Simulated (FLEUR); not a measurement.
Equation of state of AlB2-type ZrB2 (space group 191): energy against volume (FLEUR, LDA)

```yaml
crystal:
  lattice:
    - [3.04671, 0.00000, 0.00000]
    - [-1.52335, 2.63853, 0.00000]
    - [0.00000, 0.00000, 3.39271]
  atoms:
    - { symbol: Zr, position: [0.00000, 0.00000, 0.00000] }
    - { symbol: B, position: [0.66667, 0.33333, 0.50000] }
    - { symbol: B, position: [0.33333, 0.66667, 0.50000] }
```

Method of the run: FLEUR with LDA (Vosko-Wilk-Nusair), all-electron FLAPW (FLEUR), scalar-relativistic valence. Settings: Kmax = 4.45 1/bohr; GmaxXC = 17.8 1/bohr; xcFunctional = vwn; jspins = 1; l_soc = F; mode = hist; fermiSmearingEnergy = 0.00183747 Htr; mesh (inpgen div1-3) = 22 22 17; inpgen gamma flag = true; Gmax = 17.8 1/bohr; numbands = 0; maxIterBroyd = 25; imix = Anderson; alpha = 0.05; precondParam = 0; minDistance = 1e-05 me/bohr^3. The cell above is the first row's. The rows scale it uniformly. In all rows fractional positions and the k mesh are held. E is the free energy at the stated smearing, counted from the lowest row.

```
V (Å^3/atom)  E (meV/atom)
------------  ------------
9.0911                   ?
9.2888               32.56
9.4864               14.08
9.6840                3.47
9.8817                0.00
10.0793               3.00
10.2769              11.87
10.4746              26.07
10.6722              45.09
```

Question: Using the third-order Birch-Murnaghan form, a cubic in V^(-2/3), estimate the missing E at V = 9.0911 from the other rows, showing the fit.

Answer: With u = V^(-2/3) - 0.216, the rows have u = 0.010305, 0.007151, 0.004105, 0.001160, -0.001688, -0.004444, -0.007114, -0.009701. Least squares gives E = 0.468 - 850.07·u + 385655·u² - 91778·u³. Residuals (row less fit): -0.001, 0.003, -0.001, -0.001, -0.002, 0.000, 0.004, -0.002; standard error 0.003 (degrees of freedom: 4). Its minimum lies at u = 0.001103, so V0 = (0.217103)^(-3/2) = 9.886. There d²E/du² = 770700 and d³E/du³ = -550700, so B0 = (4/9) × 9.886^(-7/3) × 770700 × 0.160218 = 262 GPa (the last factor turns the table's units into GPa), and B0' = 4 + (2/3) × 0.217103 × (-550700)/770700 = 3.9. At the withheld row, u = 0.013574, so E = 0.468 - 850.07 × 0.013574 + 385655 × 0.013574² - 91778 × 0.013574³ = 59.758 meV/atom. The calculation gives 59.74 meV/atom, 0.018 meV/atom below the prediction (under 0.05 % of the range of E in the table). The row lies outside the fitted rows, so this is an extrapolation. From the scatter of the fitted rows alone, a prediction at this place has a standard error of 0.009 meV/atom, so the miss is 2.0 times that.

Carrying the step between the two nearest rows on in a straight line would have given 51.05, off by 8.69; series whose last step already gives the withheld value aren't shown. The scan was laid around a cell of about the measured size, scaled by a guess for this functional; axis ratios and inner coordinates come from that cell. The runs keep the symmetry of the cell, so they don't test it for distortions. Values depend on the basis (sphere radii, cutoffs, local orbitals), which need not be converged. The shape of the cell and the inner coordinates aren't relaxed, so V0 and B0 belong to this uniform scaling; a relaxed crystal lies no higher in energy and is usually softer. Cutoffs and mesh are single choices, not tested for convergence of this quantity. Series with a scatter that would blur these digits, or in which a gap closes, are not shown. Nor are scans whose minimum lies at an end fitted in this form.
